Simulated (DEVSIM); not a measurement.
Structure: Schottky contact on p-type Si, at 300 K.

```csv
layer (left to right),material,thickness (μm),Na (cm⁻³),τn (s),τp (s)
1,Si,16.0,1.5e17,9.7e-5,9.7e-5
```

Left contact: Schottky, work function 4.444 eV, emission velocity 8.4e6 cm/s. Right contact: ohmic. Voltage is applied to the left contact. Recombination: SRH at mid-gap, radiative. Mobility is μmin + (μ − μmin)/(1 + (N/Nref)^α).

Constants are typed, rounded textbook-type inputs, not results; the design itself was drawn at random and stands for no fabricated device. Values at 300 K; Nc and Nv go as T^1.5, mobilities as T to minus their exponent, the gap by Varshni's rule with the affinity fixed.

| parameter | Si |
|---|---|
| gap (eV) | 1.124 |
| affinity (eV) | 4.05 |
| permittivity | 11.7 |
| Nc (cm⁻³) | 2.86e19 |
| Nv (cm⁻³) | 3.1e19 |
| μn (cm²/Vs) | 1417 |
| μp (cm²/Vs) | 470 |
| μn,min | 52 |
| μp,min | 45 |
| Nref,n | 9.7e16 |
| Nref,p | 2.2e17 |
| αn | 0.68 |
| αp | 0.72 |
| T exponent of μn | 2.3 |
| T exponent of μp | 2.2 |
| B (cm³/s) | 4.7e-15 |
| Varshni α (eV/K) | 0.000473 |
| Varshni β (K) | 636 |

DEVSIM, 1D drift-diffusion, Boltzmann statistics, complete ionisation; no tunnelling, impact ionisation, image-force lowering or self-heating. Metal contacts follow the ideal Schottky-Mott rule: no Fermi-level pinning, no interface dipoles.

The temperature was swept, all else fixed.

```json
[
 {"temperature (K)": "250", "largest field in the device at zero bias (V/cm)": "170000", "dark forward voltage at 100 A/cm² (V)": "0.492", "potential step across the device at zero bias (V)": "0.633"},
 {"temperature (K)": "300", "largest field in the device at zero bias (V/cm)": "160000", "dark forward voltage at 100 A/cm² (V)": "___", "potential step across the device at zero bias (V)": "0.592"},
 {"temperature (K)": "350", "largest field in the device at zero bias (V/cm)": "150000", "dark forward voltage at 100 A/cm² (V)": "0.365", "potential step across the device at zero bias (V)": "0.549"},
 {"temperature (K)": "400", "largest field in the device at zero bias (V/cm)": "150000", "dark forward voltage at 100 A/cm² (V)": "0.299", "potential step across the device at zero bias (V)": "0.504"},
 {"temperature (K)": "450", "largest field in the device at zero bias (V/cm)": "140000", "dark forward voltage at 100 A/cm² (V)": "0.236", "potential step across the device at zero bias (V)": "0.457"},
 {"temperature (K)": "500", "largest field in the device at zero bias (V/cm)": "130000", "dark forward voltage at 100 A/cm² (V)": "0.174", "potential step across the device at zero bias (V)": "0.409"}
]
```

**Question.** What belongs in the gaps?

**Answer.** 
- 300, dark forward voltage at 100 A/cm² (V): 0.430
